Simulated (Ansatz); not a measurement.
Start from PbSe in the rock salt structure (space group Fm-3m, No. 225; a = 6.178 Å). Axes: x, y, z lie along the cube axes.

Calculations: r2SCAN (Ansatz, an electronic-structure program, PAW, spin-orbit coupling left out).

A first run, uniaxial strain ε_xx = −1.19 %, gives secant values C11 ≈ 140 GPa and C12 ≈ 13 GPa from its stress. A second run applies isotropic strain +0.69 %.

**Question.** What does linear elasticity predict for the bulk modulus −ΔP/(ΔV/V₀) in the second run, and what does the run give?

**Answer.** Linear elasticity: (C11 + 2 C12)/3 = 55 GPa. The run gives 49 GPa; any difference comes from nonlinear terms at these strains and numerical noise.

Stability against distortions was not tested.
